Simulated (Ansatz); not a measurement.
We consider CsCl-type CuZn, described by LDA in Ansatz (plane waves, PAW).

Run with plane-wave cutoff 500 eV, 18×18×18 k mesh, Fermi–Dirac smearing 0.1 eV, no spin polarisation, scalar-relativistic PAW data made under PBE.

Computed at the level's own relaxed cell.

### Question
Give the computed equilibrium volume per atom and equilibrium lattice constant a.

### Answer

- equilibrium volume per atom: 11.82 Å³/atom
- equilibrium lattice constant a: 2.870 Å

Measured, for comparison: equilibrium volume per atom 12.93 Å³/atom, lattice constant a 2.958 Å (temperature not stated, not corrected to a static lattice; as tabulated in First-Principles Study on the Electrical and Thermal Conductivities of Cu–Zn …). Computed (rounded) less measured: equilibrium volume per atom -8.6 %, lattice constant a -3.0 %.

Computing time: roughly 50 core-seconds.

Ansatz is a program for electronic structure.
